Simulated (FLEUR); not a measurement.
Band structure of Mn3Co (P6_3/mmc, 8 atoms in the cell).

```
CELL_PARAMETERS angstrom
      4.97427     0.00000     0.00000
     -2.48713     4.30784     0.00000
      0.00000     0.00000     3.95331
ATOMIC_POSITIONS crystal
  Mn 0.32479 0.16240 0.75000
  Mn 0.67521 0.83761 0.25000
  Mn 0.16240 0.32479 0.25000
  Mn 0.83761 0.67521 0.75000
  Mn 0.83761 0.16240 0.75000
  Mn 0.16240 0.83761 0.25000
  Co 0.66667 0.33333 0.25000
  Co 0.33333 0.66667 0.75000
```

Method: PBEsol, all-electron FLAPW (FLEUR), scalar-relativistic valence in FLEUR.

Settings: Kmax = 3.8 1/bohr; GmaxXC = 13.3 1/bohr; xcFunctional = PBEs; jspins = 1; l_soc = F; mode = hist; fermiSmearingEnergy = 0.00183747 Htr; mesh (inpgen div1-3) = 5 5 6; inpgen gamma flag = true; Gmax = 13.3 1/bohr; numbands = 0; maxIterBroyd = 15; imix = Anderson; alpha = 0.05.

The starting cell comes from a database of computed structures (which also holds hypothetical and non-ambient phases and stackings), without a prior relaxation at this level. Spin polarisation is off. Values depend on the basis (sphere radii, cutoffs, local orbitals), which need not be converged.

Levels in eV from the Fermi level, bands 57 to 64:
```
point     57     58     59     60     61     62    63    64
-----  -----  -----  -----  -----  -----  -----  ----  ----
Γ      -0.50  -0.50  -0.39  -0.39   0.77   1.24  1.24  1.29
M      -0.71  -0.48  -0.14  -0.01   0.06   0.26  0.38  0.45
K      -0.45  -0.45  -0.16  -0.13  -0.13   0.49  0.49  0.58
A       0.28   0.28   0.70   0.70   0.70   0.70  0.96  0.96
L      -0.60  -0.60  -0.47  -0.47  -0.01  -0.01  0.72  0.72
H      -0.58  -0.58  -0.42  -0.42   0.01   0.01  1.05  1.05
```
